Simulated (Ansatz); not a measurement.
Convergence study of zone-centre phonons against the mesh for MgB2 (P6/mmm, 3 atoms in the cell)

```xyz
3
Lattice="1.5527 -2.6894 0.0000 1.5527 2.6894 0.0000 0.0000 0.0000 3.5376" Properties=species:S:1:pos:R:3 pbc="T T T"
Mg     0.0000     0.0000     0.0000
B      1.5527     0.8965     1.7688
B      1.5527    -0.8965     1.7688
```

Computed with PBEsol, default PAW files made with PBE (plane waves; Ansatz, a quantum-chemistry and plane-wave program).

Base settings: basis.ecutwfc = 420 eV; kpoints.mp_grid.grid = 12 12 9; hamiltonian.xc = pbesol; hamiltonian.pseudopotentials = {kind: paw} (the program's default PAW files); scf.occupations.method = fermi_dirac; scf.occupations.width = 0.1 eV.

In this ladder: phonons.method = dfpt.

Frequencies are those of the unrelaxed cell, without the LO-TO term of polar crystals.

Only quantities that move along the ladder and can be compared are tabulated.

The starting cell has typed, rounded lattice constants, without a prior relaxation at this level. Its lattice was rescaled by up to half a per cent. In the base run, with a pressure of about -6 GPa the cell is away from its equilibrium volume at this level.

Steps (kpoints.mp_grid.grid): 3 3 3; 4 4 3; 5 5 4; 6 6 5; 8 8 6; 9 9 7; 14 14 11; 18 18 14; 22 22 17; 28 28 21.

Q: What is the coarsest kpoints.mp_grid.grid that holds the highest zone-centre frequency within 10 cm⁻¹ of the last step, with all finer ones?

A: 8 8 6; the step before is off by 59 cm⁻¹.

Q: What is the coarsest kpoints.mp_grid.grid that holds the lowest optical frequency within 5 cm⁻¹ of the last step, with all finer ones?

A: 5 5 4; the step before is off by 6.1 cm⁻¹.

| kpoints.mp_grid.grid | highest zone-centre frequency (cm⁻¹) | lowest optical frequency (cm⁻¹) |
|---|---|---|
| 3 3 3 | 711.7 | 322.3 |
| 4 4 3 | 673.0 | 316.0 |
| 5 5 4 | 730.5 | 322.6 |
| 6 6 5 | 736.7 | 324.8 |
| 8 8 6 | 677.8 | 321.9 |
| 9 9 7 | 681.9 | 320.7 |
| 14 14 11 | 678.3 | 322.2 |
| 18 18 14 | 678.0 | 322.0 |
| 22 22 17 | 677.5 | 322.1 |
| 28 28 21 | 677.8 | 322.1 |

Keys are those of Ansatz 0.2.
